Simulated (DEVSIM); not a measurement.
System: Schottky contact on n-type GaN, at 350 K.

| layer (left to right) | material | thickness (μm) | Nd (cm⁻³) | τn (s) | τp (s) |
|---|---|---|---|---|---|
| 1 | GaN | 1.40 | 3.8e15 | 1.3e-8 | 1.3e-8 |
| 2 | GaN | 36.0 | 5.2e17 | 1.3e-8 | 1.3e-8 |

Left contact: Schottky, work function 5.72 eV, emission velocity 3.6e6 cm/s. Right contact: ohmic. Voltage is applied to the left contact. Recombination: SRH at mid-gap. Mobility is μmin + (μ − μmin)/(1 + (N/Nref)^α).

Constants are typed, rounded textbook-type inputs, not results; the design itself was drawn at random and stands for no fabricated device. Values at 300 K; Nc and Nv go as T^1.5, mobilities as T to minus their exponent, the gap by Varshni's rule with the affinity fixed.

```csv
parameter,GaN
gap (eV),3.43
affinity (eV),4.1
permittivity,9.5
Nc (cm⁻³),2.3e18
Nv (cm⁻³),4.6e19
μn (cm²/Vs),1200
μp (cm²/Vs),100
"μn,min",55
"μp,min",3
"Nref,n",2e17
"Nref,p",3e17
αn,1
αp,2
T exponent of μn,1.5
T exponent of μp,2
Varshni α (eV/K),0.00091
Varshni β (K),830
```

Model (solved in DEVSIM): 1D drift-diffusion, Boltzmann statistics, complete ionisation; no tunnelling, impact ionisation, image-force lowering or self-heating. Metal contacts follow the ideal Schottky-Mott rule: no Fermi-level pinning, no interface dipoles.

Task: Tabulate band edges, carrier densities and field at -5.0 V on the left contact.

Result: Energies count from the Fermi level of the right contact; mesh points crowd at the junctions.

| x (μm) | Ec (eV) | Ev (eV) | n (cm⁻³) | p (cm⁻³) | field (V/cm) |
|---|---|---|---|---|---|
| 0.000 | 6.620 | 3.212 | < 1e2 | < 1e2 | -96000 |
| 0.03432 | 6.294 | 2.886 | < 1e2 | < 1e2 | -94000 |
| 0.1105 | 5.599 | 2.192 | < 1e2 | < 1e2 | -88000 |
| 0.2972 | 4.076 | 0.668 | < 1e2 | < 1e2 | -75000 |
| 0.8960 | 0.894 | -2.514 | 390000 | < 1e2 | -31000 |
| 1.194 | 0.277 | -3.131 | 3.0e14 | < 1e2 | -10000 |
| 1.328 | 0.184 | -3.224 | 6.5e15 | < 1e2 | -6200 |
| 1.394 | 0.103 | -3.305 | 9.6e16 | < 1e2 | -31000 |
| 1.422 | 0.052 | -3.356 | 5.1e17 | < 1e2 | -1100 |
| 1.485 | 0.052 | -3.356 | 5.2e17 | < 1e2 | ≈ 0 |
| 1.642 | 0.052 | -3.356 | 5.2e17 | < 1e2 | ≈ 0 |
| 2.245 | 0.052 | -3.356 | 5.2e17 | < 1e2 | ≈ 0 |
| 3.421 | 0.052 | -3.356 | 5.2e17 | < 1e2 | ≈ 0 |
| 6.389 | 0.052 | -3.356 | 5.2e17 | < 1e2 | ≈ 0 |
| 17.73 | 0.052 | -3.356 | 5.2e17 | < 1e2 | ≈ 0 |
| 29.12 | 0.052 | -3.356 | 5.2e17 | < 1e2 | ≈ 0 |
| 33.90 | 0.052 | -3.356 | 5.2e17 | < 1e2 | ≈ 0 |
| 35.98 | 0.052 | -3.356 | 5.2e17 | < 1e2 | ≈ 0 |
| 36.98 | 0.052 | -3.356 | 5.2e17 | < 1e2 | ≈ 0 |
| 37.24 | 0.052 | -3.356 | 5.2e17 | < 1e2 | ≈ 0 |
| 37.35 | 0.052 | -3.356 | 5.2e17 | < 1e2 | ≈ 0 |
| 37.40 | 0.052 | -3.356 | 5.2e17 | < 1e2 | ≈ 0 |
